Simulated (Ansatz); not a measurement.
The parent structure is TiSi2 (space group Cmcm, No. 63; a = 3.5461 Å, b = 13.5634 Å, c = 3.5798 Å). Axes: x, y, z lie along a, b, c of the conventional cell.

(Cell as relaxed with PBE.)

Levels (all Ansatz, a program for electronic structure, PAW): PBE (420 eV, no spin-orbit coupling); PBEsol (420 eV, spin-orbit coupling left out).

Each level relaxes its own structure.

| base | PBE | PBEsol |
|---|---|---|
| volume per atom | 14.35 Å³ | 13.91 Å³ |
| band gap | zero | zero |

Now apply this change: uniaxial stress, 3 GPa tension along x, with the cell and atoms free to relax against it.

| quantity | PBE | PBEsol |
|---|---|---|
| energy relative to the base (free energy F) | +1.9 meV/atom | ? |
| volume per atom | 14.45 Å³ | ? |
| band gap | zero | ? |

Question: What does PBEsol give?

Answer: 
- energy relative to the base (free energy F), PBEsol: +1.7 meV/atom
- volume per atom, PBEsol: 13.99 Å³
- band gap, PBEsol: zero

PBE's volume per atom lies 0.452 Å³ above PBEsol's (3.2 %); the two agree on the band gap. Neither level is exact; PBEsol is the comparison here, not a measurement.

Without a gap, meshes like the base's 14×14×13 leave anisotropic stresses uncertain by several tenths of a GPa, and small strain energies with them. Load acts through the strain it causes; cell and atoms are relaxed under it. Beyond what the load breaks, stability against distortions was not tested. The final runs are not spin-polarised.
